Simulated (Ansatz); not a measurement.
Take TiB2 (space group P6/mmm, No. 191; a = 3.032 Å, c = 3.224 Å) as the base.

Structures relaxed with Kohn–Sham DFT with the PBE functional, run in Ansatz (an electronic-structure program) with PAW and 420 eV plane waves, without spin-orbit coupling.

Base:

Simulated powder pattern, Cu Kα1, λ = 1.54056 Å (kinematic, ideal powder, no thermal factors, no anomalous dispersion; the 14 strongest lines at most, above 2 %, up to 2θ = 90°):

```
2θ (°)  I/Imax (%)    hkl
------  ----------  -----
27.64           20  (001)
34.12           57  (100)
44.46          100  (101)
57.08          9.2  (002)
61.08           22  (110)
68.20           13  (102)
68.31          8.7  (111)
71.85          5.4  (200)
78.61           15  (201)
88.45           15  (112)
```

Perturbation: a hydrostatic pressure of 22.5 GPa.

Problem. Where do the lines fall after the change?

Solution. 
Simulated powder pattern, Cu Kα1, λ = 1.54056 Å (kinematic, ideal powder, no thermal factors, no anomalous dispersion; the 14 strongest lines at most, above 2 %, up to 2θ = 90°):

```json
[
 {"2θ (°)": "28.57", "I/Imax (%)": "20", "hkl": "(001)"},
 {"2θ (°)": "34.92", "I/Imax (%)": "59", "hkl": "(100)"},
 {"2θ (°)": "45.72", "I/Imax (%)": "100", "hkl": "(101)"},
 {"2θ (°)": "59.14", "I/Imax (%)": "9.0", "hkl": "(002)"},
 {"2θ (°)": "62.62", "I/Imax (%)": "22", "hkl": "(110)"},
 {"2θ (°)": "70.24", "I/Imax (%)": "8.7", "hkl": "(111)"},
 {"2θ (°)": "70.55", "I/Imax (%)": "13", "hkl": "(102)"},
 {"2θ (°)": "73.75", "I/Imax (%)": "5.5", "hkl": "(200)"},
 {"2θ (°)": "80.90", "I/Imax (%)": "16", "hkl": "(201)"}
]
```

The indices refer to the base's conventional cell; one index is shown for lines that coincide.

Load acts through the strain it causes; cell and atoms are relaxed under it. No phonon test of stability was made. Competing high-pressure phases were not computed. The final runs are not spin-polarised.
